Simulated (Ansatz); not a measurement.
# Response to strain in Ga2O3

Consider Ga2O3 in the corundum structure (space group R-3c, No. 167; a = 5.058 Å, c = 13.623 Å (hexagonal axes)).

Strains are applied to the cell and any free atomic positions relax.

All numbers come from PBE (Ansatz, an electronic-structure program; PAW; 420 eV plane waves; no spin-orbit coupling).

Notes on the quantities. pressure: mean of the normal stresses, compression positive.

| isotropic strain (%) | pressure (GPa) |
|---|---|
| 0 | 0.0 |
| 0.75 | -4.3 |
| 1.5 | ? |
| 2.25 | -11.5 |
| 3 | -14.5 |

Fit P = P₀ − Bδ + Cδ² with δ = (1 + ε)³ − 1 to the rows shown and predict the withheld row.

Least squares on the printed values gives P₀ = 0.0 GPa, B = 198 GPa (at held cell shape), C = 452 GPa (largest residual 0.0 GPa); this predicts -8.1 GPa, and the run gives -8.1 GPa, in agreement.

Stability against distortions was not tested.
